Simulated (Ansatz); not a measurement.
**MoS₂ in the 3R-MoS2 type structure (space group R3m, No. 160; layered, stacked along the Cartesian z axis)**

Space group R3m, hexagonal axes (No. 160); a = b = 3.153 Å, c = 17.994 Å, α = β = 90.00°, γ = 120.00°

| atom | site | symmetry | x | y | z |
|---|---|---|---|---|---|
| Mo | 3a | 3m | 0.0000 | 0.0000 | 0.0000 |
| S | 3a | 3m | 0.0000 | 0.0000 | 0.2465 |
| S | 3a | 3m | 0.0000 | 0.0000 | 0.4202 |
(The calculation used a cell of 3 atoms; values per cell refer to that cell.)

Computed with PBE-D3(BJ), PAW, 420 eV (Ansatz, a first-principles code; no spin-orbit coupling), earlier PAW set. k-mesh 12×12×12 (Γ-centred); smearing 0.05 eV (Fermi–Dirac).

| Item | Result |
|---|---|
| Volume per atom | 17.22 Å³ |
| Density | 5.15 g/cm³ |
| Band gap | 0.77 eV, indirect, T → Γ–S₀ (56 % along) |
| Hole mass | 1.0 mₑ along k, 0.59 mₑ across |
| Total energy | -2254.695 eV/atom (σ→0; compares only within this code and set-up) |

Masses are band curvatures over ±0.01 Å⁻¹ around the edge. Along k means along the line from Γ to the band edge. Whether these cells are dynamically stable was not tested.
